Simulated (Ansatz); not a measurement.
**Gap of wurtzite SiC (P6_3mc) by level, biaxial stress in the basal plane**

```cif
data_C2Si2
_chemical_formula_sum 'Si2 C2'
_space_group_name_H-M_alt 'P63mc'
_space_group_IT_number 186
_space_group_name_Hall 'P 6c -2c'
_cell_length_a 3.07597
_cell_length_b 3.07597
_cell_length_c 5.04775
_cell_angle_alpha 90.000
_cell_angle_beta 90.000
_cell_angle_gamma 120.000
loop_
_atom_site_label
_atom_site_type_symbol
_atom_site_symmetry_multiplicity
_atom_site_Wyckoff_symbol
_atom_site_fract_x
_atom_site_fract_y
_atom_site_fract_z
_atom_site_occupancy
Si1 Si 2 b 0.66667 0.33333 0.49959 1
C1 C 2 b 0.33333 0.66667 0.37541 1
```

Geometry: cell and atoms relaxed with PBEsol, then loaded (compression positive). Ansatz (a program for electronic structure) gave the bands at 2 levels on these cells. SOC is spin-orbit coupling.

| Level | gap at -20.00 GPa (eV) | gap unloaded (eV) | gap at 15.00 GPa (eV) |
|---|---|---|---|
| PBE+SOC | 2.173 | 2.275 | 1.955 |
| r2SCAN+SOC | 2.558 | 2.650 | 2.334 |

Question: Do the levels agree better on the gap or on its shift under load?

Answer: Loaded minus unloaded: PBE+SOC -0.102 and -0.320 eV; r2SCAN+SOC -0.092 and -0.316 eV. The unloaded gaps spread over 0.375 eV and the shifts over 0.010 eV, so the levels agree better on the shift. Adding the shifts of PBE+SOC to the unloaded gap of r2SCAN+SOC gives 2.548 and 2.330 eV, against 2.558 and 2.334 eV computed.

 Gaps are resolved to about 0.01 eV; the mean electron masses of the levels agree within half at each load. Every relaxation keeps the wurtzite phase, so a transition, a distortion that breaks the symmetry or fracture can't show.
